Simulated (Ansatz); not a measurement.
**A computed series for hypothetical CsCl type BiB: response to strain**

Start from BiB in the CsCl type structure (space group Pm-3m, No. 221; a hypothetical phase, not in the database extracts checked; relaxed with 0.1 eV smearing).

```yaml
crystal:
  lattice:
    - [3.30942, 0.00000, 0.00000]
    - [0.00000, 3.30942, 0.00000]
    - [0.00000, 0.00000, 3.30942]
  atoms:
    - { symbol: B, position: [0.00000, 0.00000, 0.00000] }
    - { symbol: Bi, position: [0.50000, 0.50000, 0.50000] }
```

Cartesian axes are those of the cell as printed.

Strains are applied to the cell and any free atomic positions relax; under biaxial strain the out-of-plane vector relaxes too.

Method: Kohn–Sham DFT with the PBEsol functional, run in Ansatz (an electronic-structure program) with PAW and 420 eV plane waves, without spin-orbit coupling.

Candidates:
(a) isotropic strain +2.62 %
(b) uniaxial strain ε_xx = +4.49 %
(c) biaxial strain −1.10 %, plane normal [110], relaxed out of plane
(d) biaxial strain −1.97 %, plane normal [001], relaxed out of plane
(e) biaxial strain +4.04 %, plane normal [111], relaxed out of plane

Notes on the quantities. energy relative to the base: free energy F.

Problem. Order them by energy relative to the base, lowest first.

Solution. (c) biaxial strain −1.10 %, plane normal [110], relaxed out of plane (+1.2 meV/atom), (d) biaxial strain −1.97 %, plane normal [001], relaxed out of plane (+6.9 meV/atom), (e) biaxial strain +4.04 %, plane normal [111], relaxed out of plane (+7.8 meV/atom), (b) uniaxial strain ε_xx = +4.49 % (+13 meV/atom), (a) isotropic strain +2.62 % (+26 meV/atom)

No phonon test of stability was made. The final runs are not spin-polarised.
